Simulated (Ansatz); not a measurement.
Take Se (space group P3_121, No. 152; a = 4.506 Å, c = 4.991 Å; made of chains) as the base.

Computed with plane-wave PAW DFT at the r2SCAN level (Ansatz, a quantum-chemistry and plane-wave program, 500 eV), no spin-orbit coupling.

Before the change:

- Gap character: indirect, L → H
- Electron mass: 0.18 mₑ along c, 0.43 mₑ across (at H)
- Pressure: 0.00 GPa
- Band gap: 1.33 eV

Perturbation: the cell is scaled by 1.0286 in all directions, atoms relaxed at fixed cell.

How does this affect the energy relative to the base, gap character, electron mass, pressure and band gap?

The energy increases by 12 meV/atom; the gap character remains indirect, L → H; the electron mass changes from 0.18 mₑ along c, 0.43 mₑ across (at H) to 0.17 mₑ along c, 0.51 mₑ across (at H); the pressure (mean of the normal stresses, compression positive) goes from zero to -1.34 GPa; the band gap shrinks by 0.174 eV (1.33 eV → 1.15 eV).

The cells carry an imposed strain or load. Effective masses come from finite differences of ±0.01 Å⁻¹. Whether these cells are dynamically stable was not tested. No dispersion term is included, though the crystal is made of layers, chains or molecules, so its spacings can come out too wide.
